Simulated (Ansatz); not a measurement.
Worked example: self-consistent single point of YbP2Ru2 (I4/mmm, 5 atoms in the cell) in Ansatz (a quantum-chemistry and plane-wave program).

Level of theory: LDA (PW92), PAW files made with PBE (plane waves; Ansatz).

The change in words: lattice scaled by 0.98. Reference geometry:
```
Yb(PRu)2
1.0
   -2.03422     2.03422     4.80540
    2.03422    -2.03422     4.80540
    2.03422     2.03422    -4.80540
Yb P Ru
1 2 2
Direct
  0.00000   0.00000   0.00000
  0.36990   0.36990   0.00000
  0.63010   0.63010   0.00000
  0.25000   0.75000   0.50000
  0.75000   0.25000   0.50000
```

Reference input (self-consistent single point, DFT, LDA (PW92), plane waves, PAW files made with PBE): basis.ecutwfc = 30.9 Ry; kpoints.mp_grid.grid = 7 7 7; hamiltonian.xc = lda; hamiltonian.pseudopotentials = {kind: paw} (the program's default PAW files); scf.occupations.method = fermi_dirac; scf.occupations.width = 0.0073 Ry. This run's input differs from it in these lines:

```diff
@@ -2,5 +2,5 @@
   lattice:
-    - [-2.03422000, 2.03422000, 4.80540000]
-    - [2.03422000, -2.03422000, 4.80540000]
-    - [2.03422000, 2.03422000, -4.80540000]
+    - [-1.99353600, 1.99353600, 4.70929200]
+    - [1.99353600, -1.99353600, 4.70929200]
+    - [1.99353600, 1.99353600, -4.70929200]
   atoms:
```

The program printed (abridged):

```
SCF iter   1: F=—  HF=-26536.274019 eV  |F-HF|=—  |Δ(HF+E_count)|=         —  Δρ=8.49e-2  dr2=5.75e0  ethr=3.10e-3  ⟨swp⟩=7.4  Hψ=7746  notcnv=0
all-band conjugate gradients solve this SCF's bands
preconditioner: auto → Kerker (q_TF=auto, 2.672 Å⁻¹)
SCF iter   2: F=—  HF=-26535.097331 eV  |F-HF|=—  |Δ(HF+E_count)|=    1.18e0  Δρ=3.86e-2  dr2=1.05e0  ethr=3.10e-3  ⟨swp⟩=2.5  Hψ=3039  notcnv=0
   [... lines left out ...]
SCF iter   7: F=—  HF=-26534.785421 eV  |F-HF|=—  |Δ(HF+E_count)|=   8.17e-5  Δρ=1.52e-4  dr2=1.72e-5  ethr=4.92e-7  ⟨swp⟩=2.0  Hψ=2860  notcnv=0
SCF iter   8: F=—  HF=-26534.785423 eV  |F-HF|=—  |Δ(HF+E_count)|=   2.25e-6  Δρ=4.59e-5  dr2=1.58e-6  ethr=2.61e-8  ⟨swp⟩=2.9  Hψ=2945  notcnv=0
SCF iter   9: F=—  HF=-26534.785422 eV  |F-HF|=—  |Δ(HF+E_count)|=   4.81e-7  Δρ=2.68e-5  dr2=3.00e-7  ethr=2.39e-9  ⟨swp⟩=2.1  Hψ=2874  notcnv=0
SCF iter  10: F=-26534.785422 eV  HF=-26534.785422 eV  |F-HF|=3.00e-8  |Δ(HF+E_count)|=   2.42e-7  Δρ=7.76e-6  dr2=4.91e-8  ethr=1.52e-10  ⟨swp⟩=9.3  Hψ=9945  notcnv=0
SCF 1 converged in 10 iterations: F = -26534.785422 eV  dr2 = 4.91e-8
Free energy (F): -26534.785422 eV
Internal energy: -26534.671680 eV  (E = F + TS)
E sigma→0 (E₀):  -26534.728551 eV
Entropy (-TS):   -0.113742 eV (-22.748 meV/atom)
Fermi energy:    17.967716 eV
--- Forces (eV/Å), atoms counted from 1 ---
  atom   1  Yb     0.00000000    -0.00000000     0.00000000
  atom   2  P      0.00000000     0.00000000     0.81648188
  atom   3  P      0.00000000     0.00000000    -0.81648188
  atom   4  Ru     0.00000000     0.00000000     0.00000000
  atom   5  Ru     0.00000000    -0.00000000     0.00000000
--- Stress (GPa, compression-positive) ---
        1.046704       0.000000       0.000000
        0.000000       1.046704      -0.000000
       -0.000000      -0.000000       1.878894
  P = ⅓ Tr σ = 1.3241 GPa (13.241 kbar)
  The stress holds the Pulay correction. Without it, at fixed plane waves, as pw.x and ABINIT print it: P = 1.1535 GPa
```

The run converged in 10 iterations. Against the reference run the free energy drops by 25.7 meV/atom, the pressure goes from -9.48 to 1.32 GPa and the largest force goes from 0.017 to 0.816 eV/Å.

The starting cell comes from a database of computed structures (which also holds hypothetical and non-ambient phases and stackings), without a prior relaxation at this level. For this run, on top of that: lattice scaled by 0.98. Spin polarisation is off, so a magnetic state, if there is one, cannot be reached. The f electrons are in the valence without U or exact exchange, which can misplace them near the Fermi level. Spin-orbit terms, which matter for f shells, are left out. Ansatz's pressure includes its estimate of the finite-basis (Pulay) stress.

Keys are those of Ansatz 0.2.
